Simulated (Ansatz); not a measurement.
**What isotropic strain −0.31 % does to hypothetical rutile WSe2**

Base system: WSe$_{2}$ in the rutile structure (space group P4_2/mnm, No. 136; a = 6.1446 Å, c = 3.4022 Å; a hypothetical phase, not in the database extracts checked).

Perturbation: the cell is scaled by 0.9969 in all directions, atoms relaxed at fixed cell.

The values are results of r2SCAN (Ansatz, a quantum-chemistry and plane-wave program), no SOC, not measurements. Settings: 8×8×14 k-points, 0.05 eV Fermi–Dirac smearing.

```csv
quantity,base,changed,shift
volume per atom,21.41 Å³,21.21 Å³,-0.20 Å³
space group,P4_2/mnm (No. 136),P4_2/mnm (No. 136),–
shortest interatomic distance,2.497 Å,2.486 Å,-0.011 Å
energy relative to the base (free energy F),0 meV/atom,+0.7 meV/atom,+0.7 meV/atom
"pressure (mean of the normal stresses, compression positive)",0.0 GPa,1.2 GPa,+1.2 GPa
band gap,zero,zero,–
```

No phonon test of stability was made. All final runs are without spin polarisation. WSe2 has a high density of states at the Fermi level and may be magnetic at this level.
